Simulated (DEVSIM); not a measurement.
Structure: Pd/SiO2/p-Ge capacitor, at 300 K.

Layer 1 from the left is SiO2, thickness (nm) 30.0. Layer 2 from the left is Ge, thickness (nm) 1800, Na (cm⁻³) 1.1e17.

Metal gate on the left, work function 5.2 eV. Fixed charge at the semiconductor interface 2.5e11 cm⁻² (in units of +e); interface traps 2e12 cm⁻² eV⁻¹, uniform in energy, neutral level at 0.3 of the gap above the valence band.

This is a model device: material constants are rounded textbook-type values typed into the input, and sizes, dopings and lifetimes were drawn at random. Values at 300 K.

SiO2: gap (eV) 9, affinity (eV) 0.9, permittivity 3.9. Ge: gap (eV) 0.664, affinity (eV) 4, permittivity 16, Nc (cm⁻³) 1.04e19, Nv (cm⁻³) 6e18.

Model (solved in DEVSIM): 1D Poisson equation in equilibrium, Boltzmann statistics, complete ionisation; no quantum confinement or tunnelling. Metal contacts follow the ideal Schottky-Mott rule: no Fermi-level pinning, no interface dipoles.

What does the simulation give for the flat-band voltage, the minimum of the low-frequency capacitance?

flat-band voltage 0.02 V; minimum of the low-frequency capacitance 0.0944 μF/cm².
